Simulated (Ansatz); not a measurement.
Amorphous cells of 8 compositions: the gap between the highest filled and lowest empty level at the zone centre, by PBE and by a single point of HSE06 on the same geometry (PBE, scalar-relativistic without spin-orbit coupling (plane waves to 420 eV, PAW; Ansatz, a program for electronic structure); exact exchange cut at the cells' faces). The networks come from melt-quench runs on the CHGNet potential at compositions and starting densities chosen by hand, with anions pushed apart in the CHGNet dynamics, and DFT then relaxed them. The cells are small and were quenched far faster than real films, so single cells scatter. Defect or tail levels can set these gaps. The rows are the first to finish with both values and no moments.

```tsv
cell	PBE gap x (eV)	HSE06 gap y (eV)
A (Ta16O40H2, 7.31 g/cm3)	0.52	1.14
B (Ta18O40, 7.90 g/cm3)	0.82	1.48
C (Ta16O37N2, 7.52 g/cm3)	2.62	3.85
D (Ta16O43W, 7.35 g/cm3)	2.86	4.18
E (Ta16O42Ge, 6.77 g/cm3)	3.00	withheld
F (Ta16O42Si, 7.13 g/cm3)	3.08	4.57
G (Ta16O43Al2, 6.86 g/cm3)	3.24	4.71
H (Ta16O42Zr, 6.72 g/cm3)	3.29	4.75
```

Task: Fit a straight line through the 7 full rows and predict the withheld value for E (Ta16O42Ge, 6.77 g/cm3).

Result: Means: x = 2.347, y = 3.526. Slope = Σ(Δx Δy) / Σ(Δx²) = 10.88 / 8.231 = 1.32; the r.m.s. residual is 0.037. Prediction: 3.526 + 1.32 × (3.00 − 2.347) = 4.39. The run gave 4.42, 0.03 above the line.
